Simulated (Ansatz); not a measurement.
Start from ZnSe in the zinc blende structure (space group F-43m, No. 216).

```yaml
crystal:
  lattice:
    - [0.00000, 2.83278, 2.83278]
    - [2.83278, 0.00000, 2.83278]
    - [2.83278, 2.83278, 0.00000]
  atoms:
    - { symbol: Zn, position: [0.00000, 0.00000, 0.00000] }
    - { symbol: Se, position: [0.25000, 0.25000, 0.25000] }
```

Cartesian axes are those of the cell as printed.

The values are results of Ansatz (a first-principles code) r2SCAN, no SOC, not measurements.

One thing is altered: uniaxial strain ε_zz = +2.50 %, all other strain components held at zero, atoms relaxed at fixed cell.

Question: Predict the stress tensor and what it implies for the stiffness.

Answer: Stress of the strained cell less that of the base (GPa, compression positive):
```
  -1.21    0.00    0.00
   0.00   -1.21    0.00
   0.00    0.00   -2.19
```

Then −Δσ_ii/ε with ε = 0.0250 gives secant stiffness values (nonlinear terms included at this strain): C33 ≈ 88 GPa, C13 ≈ 48 GPa and C23 ≈ 48 GPa.

No phonon test of stability was made.
